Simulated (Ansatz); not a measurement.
Base system: SiC in the wurtzite structure (space group P6_3mc, No. 186; a = 3.0920 Å, c = 5.0743 Å). Axes: x lies along a and z along c of the hexagonal cell.

Calculations: PBE (Ansatz, a program for electronic structure), no spin-orbit coupling.

Perturbation: uniaxial strain ε_zz = +3.00 %, all other strain components held at zero; the atoms relax in the strained cell.

Task: Predict the stress tensor and what it implies for the stiffness.

Result: Stress of the strained cell less that of the base (GPa, compression positive):
```
  -1.21    0.00    0.00
   0.00   -1.21    0.00
   0.00    0.00  -14.84
```

Then −Δσ_ii/ε with ε = 0.0300 gives secant stiffness values (nonlinear terms included at this strain): C33 ≈ 495 GPa, C13 ≈ 40 GPa and C23 ≈ 40 GPa.

As a check, the harmonic strain energy −½ V₀ Δσ:ε is 15 meV/atom; the computed energy rise is 15 meV/atom.

Stability against distortions was not tested.
